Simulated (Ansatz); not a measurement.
Cd(OH)2 (P-3m1, No. 164; cell taken from a computed entry) was calculated with HSE06 in Ansatz (plane waves, PAW).

Run with plane-wave cutoff 500 eV, 12×12×6 k mesh (along the axes of the cell as run), gaussian smearing 0.02 eV, scalar-relativistic PAW data made under PBE.

Cell (relaxed with r²SCAN):

```
CELL_PARAMETERS angstrom
      3.51743     0.00000     0.00000
     -1.75872     3.04619     0.00000
      0.00000     0.00000     4.65691
ATOMIC_POSITIONS crystal
  Cd 0.00000 0.00000 0.00000
  H  0.66667 0.33333 0.55569
  H  0.33333 0.66667 0.44431
  O  0.66667 0.33333 0.76276
  O  0.33333 0.66667 0.23724
```

Task: What does this level give for the band gap?

Result: 
- band gap: 3.43 eV (on the SCF k mesh)

Note: cell and atoms aren't relaxed at this level (largest force component 0.22 eV/Å, pressure 0.4 GPa).

Spin–orbit coupling is not included.

The computed numbers hold no vibrational or temperature effects.

Ansatz is a program for electronic structure.
